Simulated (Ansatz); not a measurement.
The parent structure is ZnBr2 in the fluorite structure (space group Fm-3m, No. 225; a = 6.762 Å; a hypothetical phase, not in the database extracts checked; relaxed with 0.1 eV smearing). Axes: x, y, z lie along the cube axes.

The values are results of DFT with PBE, PAW potentials and a 420 eV plane-wave cutoff in Ansatz (a quantum-chemistry and plane-wave program), spin-orbit coupling left out, not measurements.

Before the change:

| Property | Value |
|---|---|
| Pressure | 0.0 GPa |

Now apply this change: biaxial strain +3.25 %, plane normal [110], relaxed out of plane (Cartesian); in-plane vectors clamped, the third vector and the atoms free.

Task: Predict the new energy relative to the base, ratio −ε⊥/ε∥ and pressure.

Result: The energy decreases by 34 meV/atom; the ratio −ε⊥/ε∥ is 3.39; the pressure (mean of the normal stresses, compression positive) goes from zero to 3.6 GPa.

A biaxial case was relaxed in a doubled cell and then solved in the primitive one. No phonon test of stability was made. The final runs are not spin-polarised. Under biaxial strain +3.25 %, plane normal [110], relaxed out of plane the cell ends below the base's energy or with stress of the wrong sign: the atoms slid into a distortion or the cell is elastically unstable, so the base is not a stable minimum at this level.
